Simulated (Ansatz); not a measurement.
## HfN under a change: biaxial strain −2.00 %, plane normal [001], relaxed out of plane

Consider HfN in the rock salt structure (space group Fm-3m, No. 225; a = 4.468 Å; relaxed with 0.1 eV smearing). Axes: x, y, z lie along the cube axes.

It is then changed as follows: biaxial strain −2.00 %, plane normal [001], relaxed out of plane (Cartesian); in-plane vectors clamped, the third vector and the atoms free.

All numbers come from LDA (Ansatz, a program for electronic structure; PAW; 420 eV plane waves; no spin-orbit coupling). k-mesh 22×22×22 (Γ-centred); smearing 0.1 eV (Fermi–Dirac).

The volume per atom decreases by 0.37 Å³ (11.15 Å³ → 10.78 Å³) and the shortest interatomic distance shrinks by 0.045 Å to 2.189 Å. The energy rises by 23 meV/atom and the pressure (mean of the normal stresses, compression positive) goes from zero to 11.4 GPa. The band gap remains zero and the out-of-plane strain amounts to +0.69 %. The ratio −ε⊥/ε∥ comes out as 0.35 and the mean in-plane stress (compression positive) amounts to +17.1 GPa.

Final structure (turned so that z lies along the plane normal):

```xyz
2
Lattice="3.0964 0.0000 0.0000 0.0000 3.0964 0.0000 1.5482 -1.5482 2.2496" Properties=species:S:1:pos:R:3 pbc="T T T"
Hf     0.0000     0.0000     0.0000
N      1.5482     1.5482     0.0000
```

No phonon test of stability was made. The final runs are not spin-polarised. An odd electron count without spin: HfN.
